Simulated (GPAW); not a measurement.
Band structure of CaF2 (Fm-3m, 3 atoms in the cell).

```xyz
3
Lattice="0.0000 2.6905 2.6905 2.6905 0.0000 2.6905 2.6905 2.6905 0.0000" Properties=species:S:1:pos:R:3 pbc="T T T"
Ca     0.0000     0.0000     0.0000
F      4.0357     4.0357     4.0357
F      1.3452     1.3452     1.3452
```

Computed with PBE, GPAW PAW datasets PBE (gpaw-data 1.0.1) (plane waves; GPAW).

Settings: mode = pw; ecut = 950 eV; xc = PBE; kpts = 11 11 11; mesh shift (steps) = 0 0 0; occupations.name = fermi-dirac; occupations.width = 0 eV; nbands = -4; convergence.bands = -2; symmetry.symmorphic = false; symmetry.tolerance = 0.0005; maxiter = 100; bandpath_npoints = 40.

The starting cell comes from a database of computed structures (which also holds hypothetical and non-ambient phases and stackings), without a prior relaxation at this level. Its lattice was rescaled by a random factor within 2.5 % of one.

**Question.** Predict the gap along the standard path and the places of the band edges.

**Answer.** The gap along the path is 7.56 eV, from X to Γ; the smallest direct gap on it is 7.82 eV.

Levels in eV from the top of the valence band on the SCF mesh, bands 9 to 16:
| point | 9 | 10 | 11 | 12 | 13 | 14 | 15 | 16 |
|---|---|---|---|---|---|---|---|---|
| Γ | -2.22 | -0.25 | -0.25 | -0.25 | 7.57 | 9.32 | 9.32 | 11.53 |
| X | -1.70 | -0.37 | -0.37 | 0.01 | 8.26 | 9.75 | 10.29 | 11.11 |
| W | -1.08 | -1.08 | -0.28 | -0.08 | 8.59 | 9.94 | 10.17 | 10.17 |
| K | -1.56 | -0.67 | -0.44 | -0.09 | 8.52 | 9.95 | 10.01 | 10.58 |
| L | -1.33 | -1.29 | -0.86 | -0.86 | 9.56 | 9.56 | 10.01 | 10.97 |
| U | -1.56 | -0.67 | -0.44 | -0.09 | 8.52 | 9.95 | 10.01 | 10.58 |
